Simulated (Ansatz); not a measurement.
The parent structure is TiSi₂ (space group Cmcm, No. 63).

```yaml
crystal:
  lattice:
    - [1.76330, -6.75838, 0.00000]
    - [1.76330, 6.75838, 0.00000]
    - [0.00000, 0.00000, 3.56518]
  atoms:
    - { symbol: Si, position: [0.94167, 0.05833, 0.75000] }
    - { symbol: Si, position: [0.05833, 0.94167, 0.25000] }
    - { symbol: Si, position: [0.25029, 0.74971, 0.75000] }
    - { symbol: Si, position: [0.74971, 0.25029, 0.25000] }
    - { symbol: Ti, position: [0.60320, 0.39680, 0.75000] }
    - { symbol: Ti, position: [0.39680, 0.60320, 0.25000] }
```

Cartesian axes are those of the cell as printed.

All numbers come from Kohn–Sham DFT with the r2SCAN functional, run in Ansatz (a program for electronic structure) with PAW and 500 eV plane waves, no spin-orbit coupling.

Before the change:

* **Pressure**: 0.0 GPa

The change: a pure shear with ε_yz = ε_zy = 0.0042; the atoms relax in the strained cell.

Problem. How does this affect the energy relative to the base?

Solution. The energy rises by 0.4 meV/atom.

Problem. What happens to the pressure?

Solution. The pressure (mean of the normal stresses, compression positive) stays 0.0 GPa.

Without a gap, meshes like the base's 14×14×13 leave anisotropic stresses uncertain by several tenths of a GPa, and small strain energies with them. Whether these cells are dynamically stable was not tested. The final runs are not spin-polarised.
